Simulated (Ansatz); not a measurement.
Consider BP in the zinc blende structure (space group F-43m, No. 216; a = 4.520 Å). Axes: x, y, z lie along the cube axes.

Calculations: Kohn–Sham DFT with the PBEsol functional, run in Ansatz (an electronic-structure program) with PAW and 420 eV plane waves, scalar-relativistic without spin-orbit coupling.

Before the change:

| Item | Result |
|---|---|
| Valence-band top at Γ | 0.00, 0.00, 0.00 eV |
| Band gap | 1.11 eV |
| Smallest direct gap | 3.38 eV |

It is then changed as follows: compressive biaxial strain of 1.67 % in the plane normal to [111], as in epitaxy on a mismatched substrate; the out-of-plane cell vector and the atoms relax.

Q: What does the calculation give for the valence-band top at Γ, band gap, energy relative to the base and smallest direct gap after the change?

A: The valence-band top at Γ (three highest levels, from the VBM) goes from 0.00, 0.00, 0.00 eV to 0.00, 0.00, -0.22 eV; the band gap drops by 0.138 eV to 0.98 eV; the energy increases by 9.5 meV/atom; the smallest direct gap drops by 0.27 eV (3.38 eV → 3.11 eV).

Whether these cells are dynamically stable was not tested.
